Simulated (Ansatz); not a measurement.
Take SrTe in the rock salt structure (space group Fm-3m, No. 225; a = 6.607 Å) as the base.

Method: Kohn–Sham DFT with the PBEsol functional, run in Ansatz (a program for electronic structure) with PAW and 420 eV plane waves, no spin-orbit coupling.

Base values:

| Quantity | Value |
|---|---|
| Electron mass | 1.3 mₑ along k, 0.24 mₑ across (at X) |
| Smallest direct gap | 2.33 eV |

Perturbation: a hydrostatic pressure of 7.5 GPa.

Task: Estimate the effect on the electron mass.

Result: The electron mass goes from 1.3 mₑ along k, 0.24 mₑ across (at X) to 1.3 mₑ along k, 0.20 mₑ across (at X).

Task: Predict the new smallest direct gap.

Result: The smallest direct gap shrinks by 0.39 eV to 1.94 eV.

With Te present, leaving out spin-orbit coupling can change the band edges. Load acts through the strain it causes; cell and atoms are relaxed under it. Effective masses come from finite differences of ±0.01 Å⁻¹. Along k means along the line from Γ to the band edge. Whether these cells are dynamically stable was not tested. Competing high-pressure phases were not computed.
